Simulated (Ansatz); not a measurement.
For TaGe (model structure, started from the WC type, P-6m2, No. 187, 2 atoms in the cell), PBE (Ansatz, a quantum-chemistry and plane-wave program, PAW) gives:

equilibrium lattice constant a: 3.091 Å
c axis length: 4.128 Å
enthalpy of formation: -0.136 eV/atom

What does r²SCAN in Ansatz (PAW) give for the same quantities?


- lattice constant a: 3.085 Å (drops by 0.2 %)
- lattice parameter c: 4.073 Å (shrinks by 1.3 %)
- formation enthalpy: -0.122 eV/atom (moves by +0.014 eV/atom)

Changes are worked out from the printed values.

Unless a cell is named, each level is at its own relaxed cell (PBE 17.08, r²SCAN 16.78 Å³/atom).

Levels without +SOC leave out spin–orbit coupling, which shifts energies and cells of such heavy elements.

Ansatz's density-functional and Hartree–Fock values are scalar-relativistic unless marked +SOC, with PAW data made under PBE.

A model structure was made by putting elements into a prototype or built by hand; it is no filed structure, need not be a known phase, and can be a saddle point held by its symmetry.
